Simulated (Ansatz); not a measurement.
```yaml
crystal:
  lattice:
    - [5.48649, 0.00000, 0.00000]
    - [0.00000, 5.48649, 0.00000]
    - [2.74324, -2.74324, 5.63679]
  atoms:
    - { symbol: Ga, position: [0.50000, 0.50000, 0.00000] }
    - { symbol: Ga, position: [0.75000, 0.75000, 0.50000] }
    - { symbol: Cu, position: [0.00000, 0.00000, 0.00000] }
    - { symbol: Cu, position: [0.25000, 0.25000, 0.50000] }
    - { symbol: Se, position: [0.62500, 0.36596, 0.25000] }
    - { symbol: Se, position: [0.36596, 0.12500, 0.75000] }
    - { symbol: Se, position: [0.12500, 0.88404, 0.25000] }
    - { symbol: Se, position: [0.88404, 0.62500, 0.75000] }
```

No spin polarisation.

Computed with PBEsol/PAW in Ansatz (an electronic-structure program), no spin-orbit coupling. Γ-centred 8×8×8 mesh, Fermi–Dirac width 0.05 eV.

Problem. Predict the band gap, pressure and gap character.

Solution. The band gap is 0.20 eV, the pressure (mean of the normal stresses, compression positive) comes out as 8.9 kbar and the gap character comes out as direct at Γ.

The cells carry an imposed strain or load. No phonon test of stability was made. The final runs are not spin-polarised. The cell was made from GaCuSe₂ in the chalcopyrite structure (space group I-42d, No. 122) by this change: biaxial strain −1.50 %, plane normal [001], relaxed out of plane. A zero or small gap of GaCuSe2 can be the functional's error rather than a property of the material.
